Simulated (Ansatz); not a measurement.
Levels about the gap of amorphous In₉Ga₉Zn₉O₃₈Hf (66 atoms in a cell of 833 Å³, 6.05 g/cm³; zone centre alone, so wide bands show as single levels with stretches between that a denser mesh fills), at the geometry that PBE relaxed, where it gives -0.5 GPa on a denser mesh. The participation number counts the atoms over which a state spreads; weights are charges in smoothed Voronoi cells. The levels come from a single point, so bond lengths are those of that geometry. Method of the levels: r2SCAN, scalar-relativistic without spin-orbit coupling (Ansatz, a quantum-chemistry and plane-wave program). Sampling: the zone centre alone; Fermi-Dirac width 0.02 eV; no spin polarisation. At PBE the levels at the filled edge of the gap are localised (band-tail or defect states), and the nearest spread-out levels lie 1.0 eV apart at the zone centre.

Preparation: random packing, a CHGNet melt and quench, and a DFT relaxation. O atoms were pushed apart under 1.9 Å during the dynamics, to hinder bonds among them. The hot cell started wider than the set density and was brought back towards it in steps. It is the lowest in DFT energy of 2 quenches. It is a model cell: composition and starting density were chosen by hand, and all elements were melted together. No dispersion term was used. Its density started from a set value of 6.05 and ended at 6.05 g/cm³. Cooling (nominally 320 K/ps over its main leg) ran many orders faster than in experiment, which tends to leave more defects and strain. A cell of this size samples the disorder only roughly. The volume was held where the preparation left it and the shape relaxed, at a PBE pressure of -0.5 GPa (tension). Stress components on the final sampling reach 0.5 GPa.

```tsv
E - E(highest filled), eV	filling	participation number	largest on	weight O	weight In	weight Zn	weight Ga
-0.58	filled	20.7	O, 3 neighbours	0.86	0.03	0.09	0.02
-0.51	filled	20.2	O, 3 neighbours	0.84	0.02	0.12	0.02
-0.48	filled	26.0	O, 3 neighbours	0.84	0.02	0.12	0.02
-0.42	filled	20.1	O, 3 neighbours	0.83	0.02	0.14	0.01
-0.38	filled	20.7	O, 4 neighbours	0.86	0.02	0.10	0.02
-0.28	filled	10.8	O, 3 neighbours	0.86	0.02	0.10	0.02
0.00	filled	7.9	O, 4 neighbours	0.79	0.01	0.18	0.01
1.13	empty	57.7	In, 5 neighbours	0.52	0.23	0.14	0.11
3.76	empty	30.2	In, 5 neighbours	0.57	0.27	0.07	0.08
3.91	empty	22.7	In, 5 neighbours	0.57	0.31	0.09	0.04
3.99	empty	36.1	In, 6 neighbours	0.56	0.26	0.06	0.08
4.22	empty	39.5	In, 5 neighbours	0.58	0.28	0.07	0.06
4.37	empty	30.6	In, 7 neighbours	0.58	0.24	0.10	0.08
4.54	empty	29.7	In, 5 neighbours	0.49	0.29	0.10	0.07
```

Most localised among these is the filled level at +0.00 eV, on a O atom, which has 4 neighbours (Ga 1.90 Å, Zn 2.08 Å, Zn 2.12 Å, Hf 2.17 Å).
